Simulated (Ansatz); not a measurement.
The reference is Cs in the bcc (W type) structure (space group Im-3m, No. 229; a = 6.275 Å).

The values are results of Ansatz (an electronic-structure program) r2SCAN, no SOC, not measurements.

Base values:

```
Quantity                         Result
-------------------  ------------------
Magnetic state       not spin-polarised
Largest site moment             0.00 μB
```

The change: full substitution Cs → Pr, then cell and atoms are relaxed.

**Question.** Estimate the effect on the magnetic state and largest site moment.

**Answer.** The magnetic state becomes ferromagnetic (base: not spin-polarised); the largest site moment goes from zero to 2.62 μB.

The magnetic state is the one reached from the starting moments; the real material's order can differ, and small cells can't hold many antiferromagnetic ones. Open 4f shells without U are poorly described, and the f state was not checked. Whether these cells are dynamically stable was not tested. Spin-polarised in the final run: Pr; the other runs are not. This is not the structure that Pr has at room temperature and ambient pressure.
